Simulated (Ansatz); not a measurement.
```
YN
1.0
    0.00000     2.45572     2.45572
    2.41061     0.00000     2.45572
    2.41061     2.45572     0.00000
N Y
1 1
Direct
  0.00000   0.00000   0.00000
  0.50000   0.50000   0.50000
```

No spin polarisation.

Calculations: Ansatz (a program for electronic structure) r2SCAN, no spin-orbit coupling. Γ-centred 12×12×12 mesh, Fermi–Dirac width 0.05 eV.

**Question.** Predict the band gap.

**Answer.** 0.47 eV.

**Question.** What is the computed gap character?

**Answer.** Indirect, Γ → M.

Load acts through the strain it causes; cell and atoms are relaxed under it. Stability under load was not tested beyond the relaxation. The cell was made from YN in the rock salt structure (space group Fm-3m, No. 225) by this change: uniaxial stress, 5 GPa compression along x.
